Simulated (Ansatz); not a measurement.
A self-consistent single point of AlCu3 (P6_3/mmc, 8 atoms in the cell) with Ansatz (a quantum-chemistry and plane-wave program).

Level of theory: PBEsol, harder PAW files (source: ansatz) made with PBE (plane waves; Ansatz).

```
CELL_PARAMETERS angstrom
      5.09579     0.00000     0.00000
     -2.54790     4.41308     0.00000
      0.00000     0.00000     4.17165
ATOMIC_POSITIONS crystal
  Al 0.66667 0.33333 0.25000
  Al 0.33333 0.66667 0.75000
  Cu 0.33107 0.16553 0.75000
  Cu 0.66893 0.83447 0.25000
  Cu 0.16553 0.33107 0.25000
  Cu 0.83447 0.66893 0.75000
  Cu 0.83447 0.16553 0.75000
  Cu 0.16553 0.83447 0.25000
```

Reference input (self-consistent single point, DFT, PBEsol, plane waves, default PAW files made with PBE): basis.ecutwfc = 420 eV; kpoints.mp_grid.grid = 8 8 8; hamiltonian.xc = pbesol; hamiltonian.pseudopotentials = {kind: paw} (the program's default PAW files); scf.occupations.method = cold; scf.occupations.width = 0.136 eV. This run's input differs from it in these lines:

Ansatz 0.2 input:
```diff
@@ -14,4 +14,2 @@
     - { symbol: Cu, position: [0.16553500, 0.83446500, 0.25000000] }
-basis:
-  ecutwfc: 420.0 eV
 kpoints:
@@ -20,3 +18,3 @@
   xc: pbesol
-  pseudopotentials: { kind: paw }
+  pseudopotentials: { kind: paw, source: ansatz }
 scf:
```

Log, with long lists cut:

```
SCF iter   1: F=—  HF=-44382.773616 eV  |F-HF|=—  |Δ(HF+E_count)|=         —  Δρ=3.08e-1  dr2=7.06e1  ethr=3.10e-3  ⟨swp⟩=6.7  Hψ=16472  notcnv=0  defer=56
all-band conjugate gradients solve this SCF's bands
preconditioner: auto → Kerker (q_TF=auto, 2.902 Å⁻¹)
SCF iter   2: F=—  HF=-44372.545443 eV  |F-HF|=—  |Δ(HF+E_count)|=    1.02e1  S|Δr|=    0.00e0  Δρ=1.04e-1  dr2=1.05e1  ethr=3.10e-3  ⟨swp⟩=3.1  Hψ=8498  notcnv=0  defer=320
   [... lines left out ...]
SCF iter   7: F=—  HF=-44370.200262 eV  |F-HF|=—  |Δ(HF+E_count)|=   3.36e-5  S|Δr|=    0.00e0  Δρ=1.27e-4  dr2=1.47e-5  ethr=9.65e-8  ⟨swp⟩=2.0  Hψ=6854  notcnv=0  defer=342
SCF iter   8: F=—  HF=-44370.200123 eV  |F-HF|=—  |Δ(HF+E_count)|=   1.39e-4  S|Δr|=    0.00e0  Δρ=1.72e-5  dr2=2.45e-7  ethr=1.08e-8  ⟨swp⟩=2.0  Hψ=5568  notcnv=0  defer=342
SCF iter   9: F=-44370.200123 eV  HF=-44370.200123 eV  |F-HF|=5.85e-9  |Δ(HF+E_count)|=   1.38e-8  S|Δr|=    0.00e0  Δρ=3.96e-6  dr2=1.39e-8  ethr=7.35e-11  ⟨swp⟩=13.0  Hψ=23613  notcnv=0
SCF 1 converged in 9 iterations: F = -44370.200123 eV  dr2 = 1.39e-8
Stability not checked (fill_not_monotonic)
Free energy (F): -44370.200123 eV
Internal energy: -44370.194906 eV  (E = F + TS)
E sigma→0 (E₀):  -44370.198384 eV
Entropy (-TS):   -0.005217 eV (-0.652 meV/atom)
Fermi energy:    16.863115 eV
--- Forces (eV/Å), atoms counted from 1 ---
  atom   1  Al     0.00000000     0.00000000     0.00000000
  atom   2  Al    -0.00000000    -0.00000000     0.00000000
  atom   3  Cu    -0.01757343    -0.01014602     0.00000000
  atom   4  Cu     0.01757343     0.01014602     0.00000000
   [... lines left out ...]
  atom   8  Cu    -0.01757343     0.01014602     0.00000000
--- Stress (GPa, compression-positive) ---
        3.778422       0.000000       0.000000
        0.000000       3.778422       0.000000
        0.000000       0.000000       1.715357
  P = ⅓ Tr σ = 3.0907 GPa (30.907 kbar)
  The stress holds the Pulay correction. Without it, at fixed plane waves, as pw.x and ABINIT print it: P = 3.0730 GPa
```

The run converged in 9 iterations. Against the reference run the pressure moves little (3.11 to 3.09 GPa) and the largest force stays at 0.020 eV/Å. The full log also holds: “WARN basis.ecutwfc = 900 eV, the default”.

The starting cell comes from a database of computed structures (which also holds hypothetical and non-ambient phases and stackings), without a prior relaxation at this level. Its lattice was rescaled by a random factor within 2.5 % of one. Spin polarisation is off. With a pressure of about 3 GPa the cell is away from its equilibrium volume at this level. Ansatz's pressure includes its estimate of the finite-basis (Pulay) stress.

Cost on one core of a shared machine: roughly 30 s.
